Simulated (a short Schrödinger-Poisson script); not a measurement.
Gated In0.52Al0.48As/In0.53Ga0.47As δ-doped gas in a quantum well

Structure: gated In0.52Al0.48As/In0.53Ga0.47As δ-doped gas in a quantum well, at 77 K.

```
layer        material  thickness (nm)  Na (cm⁻³)
-----  --------------  --------------  ---------
1      In0.52Al0.48As               8          -
2      In0.52Al0.48As              20          -
3      In0.53Ga0.47As               6          -
4      In0.52Al0.48As            4000       7e15
```

The device is made up for the run: typed textbook-type constants, with dimensions and the other settings drawn at random. In0.52Al0.48As: permittivity 12.5, conduction-band edge (eV) 0.52, gap (eV) 1.45, electron mass (mₑ) 0.075, Nv at 300 K (cm⁻³) 1.1e19. In0.53Ga0.47As: permittivity 13.9, conduction-band edge (eV) 0, gap (eV) 0.74, Nv at 300 K (cm⁻³) 7.7e18.

Channel valleys (confinement mass, in-plane density-of-states mass, number): Γ 0.041, 0.041, 1. At the gate the conduction-band edge of layer 1 lies 0.65 eV − eVg above the Fermi level of the channel; the field vanishes at the back. Sheet of ionised δ-doping: +2.2e12 e/cm² at 8 nm from the gate. The barrier under the gate holds no holes. Gaps are held at their typed values at every temperature. Mesh 0.08 nm at interfaces.

Solved with a short Schrödinger-Poisson script written for these runs: 1D Poisson equation in equilibrium, electrons quantum, Hartree (BenDaniel-Duke, 40 states a valley, the channel's in-plane mass for all, wave functions free to enter the barrier), parabolic valleys, classical holes, full ionisation, no traps, pinning or gate leakage.

```
Vg (V)  electrons (cm⁻²)  in the channel layer  C (μF/cm²)  Γ E0 (meV)  Γ E1 (meV)
------  ----------------  --------------------  ----------  ----------  ----------
0.4              5.86e11               5.46e11       0.329       -34.2       150.2
0.35             4.84e11               4.52e11       0.328       -28.2       186.9
0.3              3.83e11               3.57e11       0.327       -22.1       223.1
0.25             2.82e11               2.63e11       0.325       -15.9       258.8
0.2              1.82e11               1.70e11       0.319        -9.1       286.1
0.15             8.62e10               8.05e10       0.298        -0.8       295.0
0.1              1.05e10                9.78e9       0.158        15.5       311.9
0.05              1.81e7                1.69e7      0.0245        58.0       354.5
```

Gate voltages with under 1e6 electrons/cm² are left out.

Subbands count from the Fermi level.
